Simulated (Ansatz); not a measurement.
Results of r²SCAN+rVV10 (plane waves, PAW; Ansatz, a quantum-chemistry and plane-wave program) for CsCl-type CoAl.

Run with plane-wave cutoff 600 eV, 22×22×22 k mesh, Fermi–Dirac smearing 0.043 eV (set by the program), no spin polarisation, scalar-relativistic PAW data made under PBE.

Cell (relaxed at this level):

```xyz
2
Lattice="2.8175 0.0000 0.0000 0.0000 2.8175 0.0000 0.0000 0.0000 2.8175" Properties=species:S:1:pos:R:3 pbc="T T T"
Al     1.4088     1.4088     1.4088
Co     0.0000     0.0000     0.0000
```

Give the computed Poisson ratio, polycrystal shear modulus (Hill average), elastic constant C12, elastic constant C44 and elastic constant C11.


Poisson ratio: 0.212
polycrystal shear modulus (Hill average): 143 GPa
elastic constant C12: 126 GPa
elastic constant C44: 168 GPa
elastic constant C11: 353 GPa

Elastic constants are with the ions relaxed.

The computed numbers hold no vibrational or temperature effects.

Cost on a shared machine: around 9 core-minutes (rough).
